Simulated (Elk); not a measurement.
Elk run on In (I4/mmm, 1 atom in the cell): self-consistent single point.

Method of the run: PBE, all-electron FP-LAPW, Elk's shipped species files, APW+lo basis with extra local orbitals (Elk).

The change in words: lattice scaled by 0.98. Reference geometry:
```xyz
1
Lattice="-1.6053 1.6053 2.4555 1.6053 -1.6053 2.4555 1.6053 1.6053 -2.4555" Properties=species:S:1:pos:R:3 pbc="T T T"
In     0.0000     0.0000     0.0000
```

Reference input (self-consistent single point, DFT, PBE, all-electron FP-LAPW, Elk's shipped species files, APW+lo basis with extra local orbitals): xctype = 20; rgkmax = 7.5; stype = 3; swidth = 0.00367493 Ha; ngridk = 19 19 19; gmaxvr = 14 1/bohr; nxlo = 2; lorbcnd = true; lmaxi = 2. This run's input differs from it in these lines:

```diff
@@ -31,5 +31,5 @@
 avec
-   -1.6052890000    1.6052890000    2.4555070000
-    1.6052890000   -1.6052890000    2.4555070000
-    1.6052890000    1.6052890000   -2.4555070000
+   -1.5731830000    1.5731830000    2.4063970000
+    1.5731830000   -1.5731830000    2.4063970000
+    1.5731830000    1.5731830000   -2.4063970000
```

The program printed (abridged):

```
│ Self-consistent loop started │
│ Loop number : 1 │
 total energy                :     -5885.62685006
│ Loop number : 2 │
 total energy                :     -5885.64511997
RMS change in Kohn-Sham potential (target) :   0.9262503780E-01 (  0.1000000000E-05)
Absolute change in total energy (target)   :   0.1826991614E-01 (  0.1000000000E-03)
│ Loop number : 3 │
 total energy                :     -5885.60655635
RMS change in Kohn-Sham potential (target) :   0.9108562862E-01 (  0.1000000000E-05)
Absolute change in total energy (target)   :   0.3399614849E-01 (  0.1000000000E-03)
│ Loop number : 4 │
   [... lines left out ...]
Absolute change in total energy (target)   :   0.5478603643E-03 (  0.1000000000E-03)
│ Loop number : 13 │
 total energy                :     -5883.34545781
RMS change in Kohn-Sham potential (target) :   0.4028123572E-07 (  0.1000000000E-05)
Absolute change in total energy (target)   :   0.1394891178E-03 (  0.1000000000E-03)
│ Loop number : 14 │
 total energy                :     -5883.34545863
RMS change in Kohn-Sham potential (target) :   0.2048892176E-07 (  0.1000000000E-05)
Absolute change in total energy (target)   :   0.3405567622E-04 (  0.1000000000E-03)
Convergence targets achieved

│ Loop number : 15 │

Energies :
 Fermi                       :     0.251753114143
 total energy                :     -5883.34545873

Density of states at Fermi energy :    11.18013056
 (states/Hartree/unit cell)

Estimated indirect band gap :   0.8493640009E-03
 from k-point     91 to k-point    320
Estimated direct band gap   :   0.1466042773E-01
 at k-point    482

Charges :
 core                        :    30.00000000
 valence                     :    19.00000000
 interstitial                :    1.638355865
 muffin-tins (core leakage)
  species :    1 (In)
   atom    1                 :    47.36164414     (  0.1313023686E-03)
 total in muffin-tins        :    47.36164414
 total calculated charge     :    48.99821649
 total charge                :    49.00000000
 error                       :   0.1783509070E-02

│ Self-consistent loop stopped │
```

The run converged in 15 iterations. The count includes the last loop, which Elk runs after its targets are met. Against the reference run the free energy rises by 50.7 meV/atom.

The starting cell comes from a database of computed structures (which also holds hypothetical and non-ambient phases and stackings), without a prior relaxation at this level. Its lattice was rescaled by a random factor within 2.5 % of one. For this run, on top of that: lattice scaled by 0.98. Values depend on the basis (sphere radii, cutoffs, local orbitals), which need not be converged. The log's line on a gap gives a spacing of levels on this mesh, which the program prints for metals too.
